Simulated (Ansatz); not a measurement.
Partial pair distribution functions of a relaxed model of amorphous Ti$_{2}$Si$_{24}$O$_{52}$, broadened by 0.06 Å; density 2.37 g/cm³. All values below come from PBE, scalar-relativistic without spin-orbit coupling (plane waves to 420 eV, PAW; Ansatz, an electronic-structure program).

A CHGNet melt-quench gave the starting glass, which DFT then relaxed. O atoms were pushed apart under 1.9 Å during the dynamics, to hinder bonds among them. The hot cell started wider than the set density and was brought back towards it in steps. It is the lowest in DFT energy of 2 quenches. It is a model cell: composition and starting density were chosen by hand, and all elements were melted together. No dispersion term was used. Its density started from a set value of 2.38 and ended at 2.37 g/cm³. The simulated quench (nominally 340 K/ps over its main leg) is rapid and tends to freeze in more defects than a deposited or slowly cooled glass has. One small periodic cell is one sample of the glass; other quenches scatter about these values. The volume was free in the relaxation, at fixed shape. Stress components on the final sampling reach 0.8 GPa.

```tsv
r (Å)	g Si-O	g Ti-O	g Si-Si	g O-O
1.35	0.00	0.00	0.00	0.00
1.45	0.27	0.00	0.00	0.00
1.55	6.86	0.00	0.00	0.00
1.65	15.03	0.56	0.00	0.00
1.75	3.44	6.78	0.00	0.00
1.85	0.24	8.63	0.00	0.00
1.95	0.02	2.17	0.00	0.00
2.05	0.00	1.19	0.00	0.00
2.15	0.00	0.73	0.00	0.00
2.25	0.00	0.34	0.00	0.01
2.35	0.00	1.84	0.00	0.18
2.45	0.00	0.87	0.00	0.74
2.55	0.01	0.03	0.00	3.07
2.65	0.06	0.00	0.01	5.60
2.75	0.03	0.07	0.28	3.53
2.85	0.00	0.62	1.75	1.41
2.95	0.05	0.33	3.69	0.61
3.05	0.22	0.01	3.86	0.32
3.15	0.57	0.00	3.51	0.21
3.25	0.81	0.00	1.76	0.42
3.35	0.59	0.00	0.14	0.57
3.45	0.87	0.07	0.00	0.47
3.55	1.05	0.88	0.00	0.56
3.65	1.22	1.36	0.00	0.83
3.75	1.49	1.19	0.03	0.75
3.85	1.37	1.62	0.17	0.75
3.95	1.62	1.10	0.50	0.77
4.05	1.75	1.57	0.63	0.93
4.15	1.84	1.63	0.39	0.98
4.25	1.84	2.54	0.54	0.82
4.35	1.42	2.11	1.02	0.71
4.45	0.97	1.56	1.07	0.96
4.55	0.64	0.66	1.22	1.20
4.65	0.82	0.82	1.10	1.13
4.75	0.74	0.93	1.16	0.99
4.85	0.80	0.64	1.20	1.07
4.95	0.86	1.04	1.37	1.36
5.05	0.78	1.59	1.64	1.47
5.15	0.77	1.15	1.69	1.51
```

Within 1.96 Å each Si has 4.04 O neighbours on average.
